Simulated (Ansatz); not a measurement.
Worked example: self-consistent single point of TaTi (Cmm2, 2 atoms in the cell) in Ansatz (a first-principles code).

Level of theory: LDA (PW92), default PAW files made with PBE (plane waves; Ansatz).

The change in words: lattice scaled by 0.98; basis.ecutwfc: 30.9 Ry → 46.3 Ry. Reference geometry:
```
TaTi
1.0
    1.62471    -2.28601     0.00000
    1.62471     2.28601     0.00000
    0.00000     0.00000     4.66071
Ti Ta
1 1
Direct
  0.50000   0.50000   0.51073
  0.00000   0.00000   0.00000
```

Reference input (self-consistent single point, DFT, LDA (PW92), plane waves, default PAW files made with PBE): basis.ecutwfc = 30.9 Ry; kpoints.mp_grid.grid = 12 12 7; hamiltonian.xc = lda; hamiltonian.pseudopotentials = {kind: paw} (the program's default PAW files); scf.occupations.method = fermi_dirac; scf.occupations.width = 0.0073 Ry. This run's input differs from it in these lines:

Ansatz 0.2 input:
```diff
@@ -3,5 +3,5 @@
   lattice:
-    - [1.62471100, -2.28600800, 0.00000000]
-    - [1.62471100, 2.28600800, 0.00000000]
-    - [0.00000000, 0.00000000, 4.66070900]
+    - [1.59221700, -2.24028800, 0.00000000]
+    - [1.59221700, 2.24028800, 0.00000000]
+    - [0.00000000, 0.00000000, 4.56749500]
   atoms:
@@ -10,3 +10,3 @@
 basis:
-  ecutwfc: 30.9 Ry
+  ecutwfc: 46.3 Ry
 kpoints:
```

The program printed (abridged):

```
SCF iter   1: F=—  HF=-12132.872032 eV  |F-HF|=—  |Δ(HF+E_count)|=         —  Δρ=9.77e-3  dr2=6.79e-2  ethr=1.77e-3  ⟨swp⟩=4.8  Hψ=12265  notcnv=0
all-band conjugate gradients solve this SCF's bands
preconditioner: auto → none
SCF iter   2: F=—  HF=-12132.871064 eV  |F-HF|=—  |Δ(HF+E_count)|=   9.68e-4  Δρ=8.15e-3  dr2=5.17e-2  ethr=2.72e-4  ⟨swp⟩=1.0  Hψ=4300  notcnv=0
   [... lines left out ...]
SCF iter   5: F=—  HF=-12132.866590 eV  |F-HF|=—  |Δ(HF+E_count)|=   3.24e-4  Δρ=3.16e-4  dr2=1.24e-4  ethr=3.99e-6  ⟨swp⟩=2.2  Hψ=4515  notcnv=0
SCF iter   6: F=—  HF=-12132.866561 eV  |F-HF|=—  |Δ(HF+E_count)|=   2.89e-5  Δρ=6.85e-5  dr2=5.54e-6  ethr=4.97e-7  ⟨swp⟩=2.0  Hψ=3696  notcnv=0
SCF iter   7: F=—  HF=-12132.866563 eV  |F-HF|=—  |Δ(HF+E_count)|=   1.91e-6  Δρ=1.01e-5  dr2=2.10e-8  ethr=4.00e-10  ⟨swp⟩=3.5  Hψ=11852  notcnv=0
SCF iter   8: F=-12132.866563 eV  HF=-12132.866563 eV  |F-HF|=1.33e-10  |Δ(HF+E_count)|=  9.19e-10  Δρ=2.00e-6  dr2=5.85e-10  ethr=8.41e-11  ⟨swp⟩=2.1  Hψ=9050  notcnv=0
SCF 1 converged in 8 iterations: F = -12132.866563 eV  dr2 = 5.85e-10
Free energy (F): -12132.866563 eV
Internal energy: -12132.763146 eV  (E = F + TS)
E sigma→0 (E₀):  -12132.814854 eV
Entropy (-TS):   -0.103417 eV (-51.708 meV/atom)
Fermi energy:    17.178887 eV
--- Forces (eV/Å), atoms counted from 1 ---
  atom   1  Ti     0.00000000     0.00000000    -0.20557546
  atom   2  Ta     0.00000000     0.00000000     0.20556731
--- Stress (GPa, compression-positive) ---
        2.755021       0.000000       0.000000
        0.000000       3.948048       0.000000
        0.000000       0.000000       1.292939
  P = ⅓ Tr σ = 2.6653 GPa (26.653 kbar)
  The stress holds the Pulay correction. Without it, at fixed plane waves, as pw.x and ABINIT print it: P = 2.6575 GPa
```

The run converged in 8 iterations. Against the reference run the free energy goes down by 15.8 meV/atom, the pressure goes from -6.94 to 2.67 GPa and the largest force goes from 0.131 to 0.206 eV/Å.

The starting cell comes from a database of computed structures (which also holds hypothetical and non-ambient phases and stackings), without a prior relaxation at this level. Its lattice was rescaled by up to half a per cent. One atom was moved a little off its site on purpose. For this run, on top of that: lattice scaled by 0.98. Spin polarisation is off. Ansatz's pressure includes its estimate of the finite-basis (Pulay) stress.
